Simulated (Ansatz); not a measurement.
System: Pt-vacancy pair (Pt on one host W site, one W site vacant) in bcc W (neutral cell). The step: the Pt atom itself jumps into the vacancy (Pt-vacancy distance between ideal sites 2.76 Å throughout); the atom moves 2.36 Å along (0.43, 0.43, 0.43) of the unit cell; the moving atom starts with neighbours 2 W at 2.73, W at 2.76, 3 W at 2.83, W at 2.93, 3 W at 3.03, 2 W at 3.29, W at 3.34 Å and ends with 2 W at 2.73, W at 2.76, 3 W at 2.83, W at 2.93, 3 W at 3.03, 2 W at 3.29, W at 3.34 Å. A PBE band in Ansatz (plane-wave PAW, a 2×2×3 k-point mesh shifted by half a step, 36 host sites, 27 SCF runs with any check of the saddle's order, static, no finite-size correction) gives a forward barrier of 0.81 eV. The saddle point's order was not checked, and it lies on a symmetry element of the cell, where a band can be held. Forms of the defect that were not tried may lie lower.

Single points at the band's start and saddle point can refine it. Rough cost of one point, in units of the band's mean SCF on the same machine:

| Level | Cost of one point |
|---|---|
| PBE, a 3×3×5 k-point mesh shifted by half a step | about 4 |
| r2SCAN at 500 eV, a 2×2×3 k-point mesh shifted by half a step | about 2 |

Problem. Which of these move the barrier by more than 0.1 eV, and how far does each move it?

Solution. PBE, a 3×3×5 k-point mesh shifted by half a step: +0.05 eV; r2SCAN at 500 eV, a 2×2×3 k-point mesh shifted by half a step: +0.16 eV. Each functional is compared with PBE at the same k-points.

Ansatz is a program for electronic structure.
